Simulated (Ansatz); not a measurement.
Levels about the gap of amorphous Ga24O37K2 (63 atoms in a cell of 845 Å³, 4.61 g/cm³; zone centre alone, so wide bands show as single levels with stretches between that a denser mesh fills), at the geometry that PBE relaxed, where it gives 0.1 GPa on a denser mesh. Exact exchange is cut at the faces of this small cell, which leaves a finite-size error. The participation number counts the atoms over which a state spreads; weights are charges in smoothed Voronoi cells. The levels come from a single point, so bond lengths are those of that geometry. Method of the levels: HSE06, scalar-relativistic without spin-orbit coupling (Ansatz, a program for electronic structure). Sampling: the zone centre alone; Fermi-Dirac width 0.02 eV; no spin polarisation. At PBE the levels at the filled edge of the gap are localised (band-tail or defect states), and the nearest spread-out levels lie 2.1 eV apart at the zone centre.

It comes from a melt-quench run on a machine-learned potential (CHGNet), relaxed afterwards by DFT. O atoms were pushed apart under 1.9 Å during the dynamics, to hinder bonds among them. The hot cell started wider than the set density and was brought back towards it in steps. It is the lowest in DFT energy of 2 quenches. It is a model cell: composition and starting density were chosen by hand, and all elements were melted together. No dispersion term was used. Its density started from a set value of 4.79 and ended at 4.61 g/cm³. The simulated quench (nominally 220 K/ps over its main leg) is rapid and tends to freeze in more defects than a deposited or slowly cooled glass has. A cell of this size samples the disorder only roughly. Volume and shape were free in the relaxation.

```csv
"E - E(highest filled), eV",filling,participation number,largest on,weight O,weight Ga,weight K
-0.39,filled,12.3,"O, 2 neighbours",0.93,0.06,0.00
-0.34,filled,14.6,"O, 3 neighbours",0.94,0.06,0.01
-0.31,filled,5.6,"O, 4 neighbours",0.94,0.05,0.01
-0.27,filled,6.4,"O, 3 neighbours",0.95,0.05,0.00
-0.24,filled,6.0,"O, 3 neighbours",0.94,0.05,0.02
-0.11,filled,2.9,"O, 2 neighbours",0.94,0.06,0.00
0.00,filled,3.9,"O, 3 neighbours",0.94,0.05,0.00
3.37,empty,57.7,"Ga, 4 neighbours",0.53,0.45,0.02
5.74,empty,22.1,"Ga, 4 neighbours",0.55,0.44,0.01
5.93,empty,39.6,"Ga, 5 neighbours",0.56,0.42,0.02
6.13,empty,40.3,"Ga, 4 neighbours",0.56,0.43,0.01
6.33,empty,45.1,"Ga, 4 neighbours",0.57,0.42,0.01
6.56,empty,41.8,"Ga, 5 neighbours",0.57,0.42,0.01
6.80,empty,48.3,"Ga, 5 neighbours",0.57,0.41,0.02
```

Most localised among these is the filled level at -0.11 eV, on a O atom, which has 2 neighbours (Ga 1.79 Å, Ga 1.80 Å).
